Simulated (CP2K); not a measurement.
## Parameter sweep on K2NaScBr6 (Fm-3m, 10 atoms in the cell)

```yaml
crystal:
  lattice:
    - [7.84083, 0.00000, 0.00000]
    - [3.92042, 6.79036, 0.00000]
    - [3.92042, 2.26345, 6.40201]
  atoms:
    - { symbol: K, position: [0.75000, 0.75000, 0.75000] }
    - { symbol: K, position: [0.25000, 0.25000, 0.25000] }
    - { symbol: Na, position: [0.50000, 0.50000, 0.50000] }
    - { symbol: Sc, position: [0.00000, 0.00000, 0.00000] }
    - { symbol: Br, position: [0.76086, 0.23914, 0.23914] }
    - { symbol: Br, position: [0.23914, 0.76086, 0.76086] }
    - { symbol: Br, position: [0.23914, 0.76086, 0.23914] }
    - { symbol: Br, position: [0.76086, 0.23914, 0.76086] }
    - { symbol: Br, position: [0.23914, 0.23914, 0.76086] }
    - { symbol: Br, position: [0.76086, 0.76086, 0.23914] }
```

Base run A: PBEsol, GPW, DZVP-MOLOPT-SR-GTH basis, GTH-PBE potentials (GTH_POTENTIALS) in CP2K, self-consistent single point.

Its settings: CUTOFF = 950 Ry; REL_CUTOFF = 40 Ry; KPOINTS/SCHEME = MACDONALD 3 3 3 0.1666666667 0.1666666667 0.1666666667; XC_FUNCTIONAL = PBE:PBESOL; K/BASIS_SET = DZVP-MOLOPT-SR-GTH; K/POTENTIAL = GTH-PBE-q9; Na/BASIS_SET = DZVP-MOLOPT-SR-GTH; Na/POTENTIAL = GTH-PBE-q9; Sc/BASIS_SET = DZVP-MOLOPT-SR-GTH; Sc/POTENTIAL = GTH-PBE-q11; Br/BASIS_SET = DZVP-MOLOPT-SR-GTH; Br/POTENTIAL = GTH-PBE-q7; METHOD = GPW; EPS_DEFAULT = 1e-11; NGRIDS = 5; SCF_GUESS = ATOMIC; EPS_SCF = 1e-07; MAX_SCF = 100; ADDED_MOS = 14; MIXING/METHOD = BROYDEN_MIXING.

The starting cell comes from a database of computed structures (which also holds hypothetical and non-ambient phases and stackings), without a prior relaxation at this level. Values carry the incompleteness of an atom-centred basis. The potentials were made for another functional than the one used.

ΔF is the free energy per atom less that of run A. 

Run A gave: pressure (GPa) -0.99; largest force (eV/Å) 0.130; gap on the mesh (eV) 3.123.

Runs:
- B: lattice scaled by 0.97
- C: lattice scaled by 0.985
- D: lattice scaled by 0.985; CUTOFF: 950 Ry → 570 Ry
- E: lattice scaled by 1.015
- F: lattice scaled by 1.015; CUTOFF: 950 Ry → 570 Ry

Question: What does run D change against A?

Answer: The free energy falls by 6.5 meV/atom, the pressure goes from -0.99 to 0.06 GPa, the largest force goes from 0.130 to 0.095 eV/Å and the gap on the mesh goes from 3.123 to 3.209 eV.

Question: What does run C change against A?

Answer: The free energy goes down by 4.9 meV/atom, the pressure goes from -0.99 to 0.07 GPa, the largest force goes from 0.130 to 0.092 eV/Å and the gap on the mesh goes from 3.123 to 3.209 eV.

```json
[
 {"run": "A", "ΔF (meV/atom)": "0.00", "pressure (GPa)": "-0.99", "largest force (eV/Å)": "0.130", "gap on the mesh (eV)": "3.123"},
 {"run": "B", "ΔF (meV/atom)": "1.44", "pressure (GPa)": "1.38", "largest force (eV/Å)": "0.350", "gap on the mesh (eV)": "3.285"},
 {"run": "C", "ΔF (meV/atom)": "-4.9", "pressure (GPa)": "0.07", "largest force (eV/Å)": "0.092", "gap on the mesh (eV)": "3.209"},
 {"run": "D", "ΔF (meV/atom)": "-6.5", "pressure (GPa)": "0.06", "largest force (eV/Å)": "0.095", "gap on the mesh (eV)": "3.209"},
 {"run": "E", "ΔF (meV/atom)": "13.9", "pressure (GPa)": "-1.82", "largest force (eV/Å)": "0.322", "gap on the mesh (eV)": "3.028"},
 {"run": "F", "ΔF (meV/atom)": "12.0", "pressure (GPa)": "-1.83", "largest force (eV/Å)": "0.319", "gap on the mesh (eV)": "3.028"}
]
```

Left out of this page: 2 runs of the series unsound by tests on forces, stress, charge or solver warnings.
